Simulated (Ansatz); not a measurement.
# SiC: point defects

Consider an 8-atom supercell of SiC in the wurtzite structure (space group P6_3mc, No. 186) at its relaxed geometry.

```yaml
crystal:
  lattice:
    - [4.61385, -2.66381, 0.00000]
    - [1.53795, 2.66381, 0.00000]
    - [0.00000, 0.00000, 5.04769]
  atoms:
    - { symbol: Si, position: [0.16667, 0.50000, 0.00051] }
    - { symbol: Si, position: [0.66667, 0.00000, 0.00051] }
    - { symbol: Si, position: [0.83333, 0.50000, 0.50051] }
    - { symbol: Si, position: [0.33333, 0.00000, 0.50051] }
    - { symbol: C, position: [0.16667, 0.50000, 0.62469] }
    - { symbol: C, position: [0.66667, 0.00000, 0.62469] }
    - { symbol: C, position: [0.83333, 0.50000, 0.12469] }
    - { symbol: C, position: [0.33333, 0.00000, 0.12469] }
```

One neutral defect a cell, atoms relaxed at fixed cell.

All numbers come from Kohn–Sham DFT with the PBEsol functional, run in Ansatz (a first-principles code) with PAW and 420 eV plane waves, scalar-relativistic without spin-orbit coupling.

| change | pressure | largest displacement of a host atom from its site in the perfect cell |
|---|---|---|
| perfect supercell | 0.0 GPa | – |
| C vacancy | -4.7 GPa | 0.18 Å |
| Si vacancy, symmetric start | 5.5 GPa | 0.40 Å |
| Si on a C site (antisite), symmetric start | 39.7 GPa | 0.42 Å |
| B on a C site | 11.8 GPa | 0.10 Å |
| C on a Si site (antisite) | -23.2 GPa | 0.26 Å |

Other magnetic orders, which the real material may have, were not ruled out. In so small a cell the defect repeats every few ångströms: this is an ordered compound, not a dilute defect. A case with no gap was solved on a k-mesh chosen for an insulator, which is coarse for it. Defects with a symmetric start kept the site's symmetry and may sit on a saddle; the others started slightly shaken. Seeded moments were not kept for C vacancy, Si vacancy, Si on a C site (antisite) and B on a C site and more.
